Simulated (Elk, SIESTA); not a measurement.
A SIESTA input for a self-consistent single point of Ru (P6_3/mmc, 2 atoms in the cell) (DFT, GGA PBE, numerical atomic orbitals TZP, PseudoDojo PBE standard norm-conserving potentials (rewritten from UPF to PSML)):

```
# files in the folder: Ru.psml (PseudoDojo PBE standard)
SystemName  Ru
SystemLabel ru

NumberOfAtoms                2
NumberOfSpecies              1
%block ChemicalSpeciesLabel
  1 44 Ru
%endblock ChemicalSpeciesLabel
LatticeConstant              1.0 Ang
%block LatticeVectors
     1.355000000   -2.346928840    0.000000000
     1.355000000    2.346928840    0.000000000
     0.000000000    0.000000000    4.280000000
%endblock LatticeVectors
AtomicCoordinatesFormat      ScaledCartesian
%block AtomicCoordinatesAndAtomicSpecies
     1.355000000    0.782309629    1.070000000  1
     1.355000000   -0.782309629    3.210000000  1
%endblock AtomicCoordinatesAndAtomicSpecies

XC.functional                GGA
XC.authors                   PBE
PAO.BasisSize                TZP
PAO.EnergyShift              0.005 Ry
MeshCutoff                   300 Ry
%block kgrid.MonkhorstPack
    9   0   0  0.0
    0   9   0  0.0
    0   0   5  0.0
%endblock kgrid.MonkhorstPack
OccupationFunction           FD
ElectronicTemperature        0.136 eV

MaxSCFIterations             150
SCF.Mixer.Method             Pulay
SCF.Mixer.Weight             0.1
SCF.Mixer.History            8
SCF.DM.Tolerance             1.0E-04
Diag.ParallelOverK           true
WriteForces                  true
Charge.Mulliken              end
```

### Question
Write the same calculation as an input for Elk.

### Answer
One input that does it (others would too):

```
tasks
  0

xctype
  20

rgkmax
  7.0

rmtscf
  0.9

stype
  3

swidth
  0.00499791

avec
    2.5605788965   -4.4350527456    0.0000000000
    2.5605788965    4.4350527456    0.0000000000
    0.0000000000    0.0000000000    8.0880278134

sppath
  './'

atoms
  1   : nspecies
  'Ru.in'   : spfname
  2   : natoms; atposl, bfcmt below
  0.3333333333  0.6666666667  0.2500000000    0.0 0.0 0.0
  0.6666666667  0.3333333333  0.7500000000    0.0 0.0 0.0

ngridk
  9 9 5
```

Basis, cutoffs, solver keys and any potentials are the target program's own. This input uses DFT, PBE, all-electron FP-LAPW, Elk's shipped species files, default APW+lo basis.

The starting cell has typed, rounded lattice constants, without a prior relaxation at this level.
